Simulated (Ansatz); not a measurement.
Structures of equal composition on the (111) surface of fcc Ni, ferromagnetic: a layer of Ir in place of the second plane; a layer of Ir in place of the third plane. The slabs share one bottom face, and each structure is named by its start. These are constructed structures in small cells; real faces may alloy, dewet or reconstruct in larger ones, and not all known structures of the face are among them. Slabs of about 10 Å with all that they carry, Fermi-Dirac smearing of 0.1 eV. Bottom of the slabs: a bare face, its two planes held. Relaxed from the named starts with such symmetry as they have, on meshes of like density; energies extrapolated to zero smearing; no spin-orbit coupling, no U. Spin-polarised runs, if any, are marked in brackets, and their order is one that fits the cell; the others ran without spin. Where a second, spin-polarised start was run, the lower counts.

The numbers are results of PBE (plane waves to 420 eV, PAW; Ansatz, an electronic-structure program), not measurements.

Order them by energy per 1x1 cell (lowest first) at the level PBE.

a layer of Ir in place of the third plane (0.000 eV [spin, 3.3 μB a cell]), a layer of Ir in place of the second plane (0.075 eV [spin, 3.2 μB a cell])
